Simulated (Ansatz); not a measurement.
# Pressure series in TiO2

Start from TiO$_{2}$ in the rutile structure (space group P4_2/mnm, No. 136; a = 4.591 Å, c = 2.939 Å).

Cell and atoms are relaxed at each pressure.

Method: Ansatz (an electronic-structure program) PBEsol, without spin-orbit coupling.

Notes on the quantities. enthalpy: H = E + PV relative to the base's energy.

```
variant                 enthalpy  lattice parameter a  width of the top valence band
-----------------  -------------  -------------------  -----------------------------
base                           –              4.591 Å                        1.65 eV
pressure −2 GPa    -0.13 eV/atom              4.609 Å                        1.63 eV
pressure −1 GPa    -0.06 eV/atom                    …                        1.64 eV
pressure 0.9 GPa   +0.06 eV/atom              4.584 Å                        1.66 eV
pressure 2.1 GPa   +0.13 eV/atom              4.574 Å                        1.67 eV
pressure 4.5 GPa   +0.29 eV/atom              4.556 Å                        1.68 eV
pressure 9 GPa     +0.57 eV/atom              4.524 Å                        1.71 eV
pressure 15 GPa    +0.94 eV/atom              4.486 Å                        1.75 eV
pressure 22.5 GPa  +1.39 eV/atom              4.444 Å                        1.80 eV
pressure 30 GPa    +1.83 eV/atom              4.406 Å                        1.84 eV
```

**Question.** Fill in the withheld entries from the trend.

**Answer.** 
- pressure −1 GPa, lattice parameter a: 4.600 Å

The levels and masses belong to the bands next to the band gap. Load acts through the strain it causes; cell and atoms are relaxed under it. Whether these cells are dynamically stable was not tested. No other phases were tried under pressure. All final runs are without spin polarisation.
